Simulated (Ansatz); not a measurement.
Consider the following.

A slab with vacuum along the third vector:

```
CELL_PARAMETERS angstrom
      2.93338     0.00000     0.00000
     -1.46669     2.54038     0.00000
      0.00000     0.00000    40.00000
ATOMIC_POSITIONS crystal
  Ag 0.33333 0.66667 0.20047
  Ag 0.66667 0.33333 0.26009
  Ag 0.00000 0.00000 0.31974
  Ag 0.33333 0.66667 0.37979
  Ag 0.66667 0.33333 0.43991
  Ag 0.00000 0.00000 0.50000
  Ag 0.33333 0.66667 0.56009
  Ag 0.66667 0.33333 0.62021
  Ag 0.00000 0.00000 0.68026
  Ag 0.33333 0.66667 0.73991
  Ag 0.66667 0.33333 0.79953
```

Model: 11-atom slab, 24.0 Å thick at the start, 15x15x1 mesh, Fermi-Dirac 0.1 eV, dipole correction, all atoms relaxed; symmetry of the start imposed; no spin, no spin-orbit, no U.

**Question.** What is the computed surface energy (mean of both faces) (Ansatz (an electronic-structure program) with PBE)?

**Answer.** 0.74 J/m²

**Question.** Give the work function of the top face at the level PBE.

**Answer.** 4.42 eV
